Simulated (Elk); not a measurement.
Band structure of Ta₂InC (P6_3/mmc, 8 atoms in the cell).

```
CELL_PARAMETERS angstrom
      3.16751     0.00000     0.00000
     -1.58376     2.74314     0.00000
      0.00000     0.00000    14.53348
ATOMIC_POSITIONS crystal
  Ta 0.66667 0.33333 0.58297
  Ta 0.33333 0.66667 0.41703
  Ta 0.33333 0.66667 0.08297
  Ta 0.66667 0.33333 0.91703
  In 0.66667 0.33333 0.25000
  In 0.33333 0.66667 0.75000
  C  0.00000 0.00000 0.50000
  C  0.00000 0.00000 0.00000
```

Method of the run: LDA (PW92), all-electron FP-LAPW, Elk's shipped species files, default APW+lo basis in Elk.

Settings: xctype = 3; rgkmax = 7; stype = 0; swidth = 0.00367493 Ha; ngridk = 7 7 2; rmtscf = 0.84.

The starting cell comes from a database of computed structures (which also holds hypothetical and non-ambient phases and stackings), without a prior relaxation at this level. Spin-orbit coupling is off. Spin polarisation is off. Values depend on the basis (sphere radii, cutoffs, local orbitals), which need not be converged.

Levels in eV from the Fermi level, bands 75 to 82:
| point | 75 | 76 | 77 | 78 | 79 | 80 | 81 | 82 |
|---|---|---|---|---|---|---|---|---|
| Γ | -0.50 | -0.50 | -0.49 | -0.49 | 1.13 | 1.13 | 1.26 | 1.26 |
| M | -1.97 | -1.96 | 0.87 | 1.65 | 1.77 | 2.12 | 2.31 | 2.38 |
| K | -1.86 | -1.86 | -1.52 | -0.03 | 0.44 | 0.44 | 1.45 | 1.45 |
| A | -0.50 | -0.50 | -0.50 | -0.50 | 1.19 | 1.19 | 1.19 | 1.19 |
| L | -1.97 | -1.97 | 1.36 | 1.36 | 1.92 | 1.92 | 2.16 | 2.16 |
| H | -1.76 | -1.76 | -0.80 | -0.80 | 0.38 | 0.38 | 1.74 | 1.74 |

Bands cross the Fermi level along this path, so the cell is metallic at this level.
